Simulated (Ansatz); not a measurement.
Start from CuAu (space group P4/mmm, No. 123; a = 2.813 Å, c = 3.593 Å; relaxed with 0.1 eV smearing). Axes: x, y, z lie along a, b, c of the conventional cell.

All numbers come from PBEsol (Ansatz, a quantum-chemistry and plane-wave program, PAW, without spin-orbit coupling).

Base values:

* **Shortest interatomic distance**: 2.680 Å
* **Pressure**: 0.0 GPa

The change: a pure shear with ε_xz = ε_zx = 0.0171, atoms relaxed at fixed cell.

Q: Estimate the effect on the shortest interatomic distance.

A: The shortest interatomic distance falls by 0.032 Å (2.680 Å → 2.648 Å).

Q: Estimate the effect on the pressure.

A: The pressure (mean of the normal stresses, compression positive) goes from zero to 0.2 GPa.

Q: How does this affect the energy relative to the base?

A: The energy goes up by 3.7 meV/atom.

The cells carry an imposed strain or load. No phonon test of stability was made. The final runs are not spin-polarised.
